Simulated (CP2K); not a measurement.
## Several settings converged on Pd (Fm-3m, 1 atom in the cell)

```xyz
1
Lattice="2.7589 0.0000 0.0000 1.3794 2.3893 0.0000 1.3794 0.7964 2.2526" Properties=species:S:1:pos:R:3 pbc="T T T"
Pd     0.0000     0.0000     0.0000
```

Base method: PBE, GPW, DZVP-MOLOPT-SR-GTH basis, GTH-PBE potentials (GTH_POTENTIALS) in CP2K.

Base settings: CUTOFF = 500 Ry; REL_CUTOFF = 50 Ry; SMEAR/METHOD = FERMI_DIRAC; ELECTRONIC_TEMPERATURE = 1160.45 K; KPOINTS/SCHEME = MONKHORST-PACK 7 7 7; XC_FUNCTIONAL = PBE; Pd/BASIS_SET = DZVP-MOLOPT-SR-GTH-q18; Pd/POTENTIAL = GTH-PBE-q18; METHOD = GPW; EPS_DEFAULT = 1e-10.

**The k-point mesh**

Moved along: GAMMA_CENTERED.

The second cell is the first with its lattice scaled by 0.98.

Only quantities that move along the ladder and can be compared are tabulated.

| KPOINTS/SCHEME | free energy less the last step's (meV/atom) | energy of the compressed cell less the first (meV/atom) | pressure (GPa) |
|---|---|---|---|
| MONKHORST-PACK 2 2 2 | 3270.74 | 429.14 | 68.51 |
| MONKHORST-PACK 4 4 4 | -146.98 | 81.91 | 7.98 |
| MONKHORST-PACK 6 6 6 | 0.25 | 74.95 | 6.85 |
| MONKHORST-PACK 7 7 7 | -4.65 | 84.07 | 8.54 |
| MONKHORST-PACK 9 9 9 | 2.74 | 80.46 | 7.80 |
| MONKHORST-PACK 10 10 10 | 0.00 | 81.07 | 7.90 |

Coarsest KPOINTS/SCHEME that holds the energy of the compressed cell less the first within 2 meV/atom of the last step, with all finer ones: MONKHORST-PACK 9 9 9; the step before is off by 3.0 meV/atom.

Coarsest KPOINTS/SCHEME that holds the pressure within 0.2 GPa of the last step, with all finer ones: MONKHORST-PACK 9 9 9; the step before is off by 0.63 GPa.

Coarsest KPOINTS/SCHEME that holds the free energy within 2 meV/atom: not settled: the last two steps still differ by 2.7 meV/atom, over half the tolerance, so the ladder does not show it.

**The k-point mesh at a smearing width of 0.02 eV**

In this ladder: ELECTRONIC_TEMPERATURE = 232.09 K. Moved along: GAMMA_CENTERED.

Only quantities that move along the ladder and can be compared are tabulated.

```csv
KPOINTS/SCHEME,free energy less the last step's (meV/atom),pressure (GPa)
MONKHORST-PACK 5 5 5,161.08,10.08
MONKHORST-PACK 6 6 6,-3.84,6.20
MONKHORST-PACK 7 7 7,-1.44,8.41
MONKHORST-PACK 9 9 9,-1.34,7.17
MONKHORST-PACK 11 11 11,17.64,8.02
MONKHORST-PACK 13 13 13,0.00,7.75
```

Coarsest KPOINTS/SCHEME that holds the pressure within 1 GPa of the last step, with all finer ones: MONKHORST-PACK 7 7 7; the step before is off by 1.6 GPa.

Coarsest KPOINTS/SCHEME that holds the free energy within 5 meV/atom: not settled: the last two steps still differ by 18 meV/atom, over half the tolerance, so the ladder does not show it.

**The k-point mesh at a smearing width of 0.3 eV**

In this ladder: ELECTRONIC_TEMPERATURE = 3481.36 K. Moved along: GAMMA_CENTERED.

Only quantities that move along the ladder and can be compared are tabulated.

| KPOINTS/SCHEME | free energy less the last step's (meV/atom) | pressure (GPa) |
|---|---|---|
| MONKHORST-PACK 5 5 5 | 111.89 | 12.06 |
| MONKHORST-PACK 6 6 6 | -16.37 | 9.30 |
| MONKHORST-PACK 7 7 7 | -5.82 | 9.46 |
| MONKHORST-PACK 9 9 9 | -6.87 | 9.47 |
| MONKHORST-PACK 11 11 11 | 0.63 | 9.77 |
| MONKHORST-PACK 13 13 13 | 0.00 | 9.70 |

Coarsest KPOINTS/SCHEME that holds the pressure within 1 GPa of the last step, with all finer ones: MONKHORST-PACK 6 6 6; the step before is off by 2.4 GPa.

Coarsest KPOINTS/SCHEME that holds the free energy within 2 meV/atom of the last step, with all finer ones: MONKHORST-PACK 11 11 11; the step before is off by 6.9 meV/atom.

Two neighbours can agree and both be off: MONKHORST-PACK 7 7 7 and MONKHORST-PACK 9 9 9 differ by 0.01 GPa in the pressure, yet lie about 0.23 GPa from the last step.

On the base run: the starting cell has typed, rounded lattice constants, without a prior relaxation at this level. Its lattice was rescaled by up to half a per cent. Spin polarisation is off. Values carry the incompleteness of an atom-centred basis. In the base run, with a pressure of about 9 GPa the cell is away from its equilibrium volume at this level.
